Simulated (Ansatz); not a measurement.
Given:

A slab with vacuum along the third vector:

```yaml
crystal:
  lattice:
    - [2.78861, 0.00000, 0.00000]
    - [-1.39431, 2.41501, 0.00000]
    - [0.00000, 0.00000, 18.50000]
  atoms:
    - { symbol: Pd, position: [0.33333, 0.66667, 0.43846] }
    - { symbol: Pd, position: [0.66667, 0.33333, 0.56154] }
```

Slab: 2 atoms, 2.3 Å thick at the start (thin: gaps and levels are the slab's own); k 15x15x1, smearing 0.1 eV, dipole-corrected; all atoms relaxed; symmetry of the start imposed; no spin, no spin-orbit, no U.

Predict the surface energy (mean of both faces) from Ansatz (a first-principles code) with PBE.

1.35 J/m²

Give the work function of the top face at the level PBE.

5.22 eV
